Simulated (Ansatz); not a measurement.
**Carrier properties of Si (I4_1/amd)**

Data:

```
Si
1.0
    0.00000     2.72901     2.67534
    2.72901     0.00000     2.67534
    2.72901     2.72901     0.00000
Si
2
Direct
  0.00000   0.00000   0.00000
  0.25000   0.25000   0.25000
```

These are r2SCAN with spin-orbit coupling, rigid bands (plane waves, PAW; Ansatz, a first-principles code) values and carry that method's errors. Condition of this run: uniaxial stress along [001] of 1.8 GPa (compression positive) (the target of the relaxation). Cell: cell and atoms relaxed with PBEsol, then loaded as said.

```json
{
 "band_gap": "0.52 eV",
 "electron conductivity mass (300 K, dilute)": "0.21 (x), 0.21 (y), 0.93 (z) mₑ",
 "hole conductivity mass (300 K, dilute)": "0.32 mₑ",
 "effective density of states N_c (300 K)": "9.7e18 cm⁻³",
 "effective density of states N_v (300 K)": "4.6e18 cm⁻³",
 "density_of_states_mass_electrons": "0.53 mₑ",
 "density_of_states_mass_holes": "0.32 mₑ",
 "Seebeck coefficient, n-type 1e19 cm⁻³, 300 K": "-221 μV/K",
 "Seebeck coefficient, p-type 1e19 cm⁻³, 300 K": "228 μV/K",
 "best p-type power factor at 300 K for τ = 10 fs (best axis; densities from 1e16 to 1e21 cm⁻³ tried, whether or not they can be reached)": "12.8 μW/(cm·K²) at 3e20 cm⁻³"
}
```

Rigid bands; masses and Seebeck coefficients take one relaxation time τ for all states and one kind of carrier; polarons and phonon drag are left out. Geometry: cell and atoms relaxed with PBEsol.
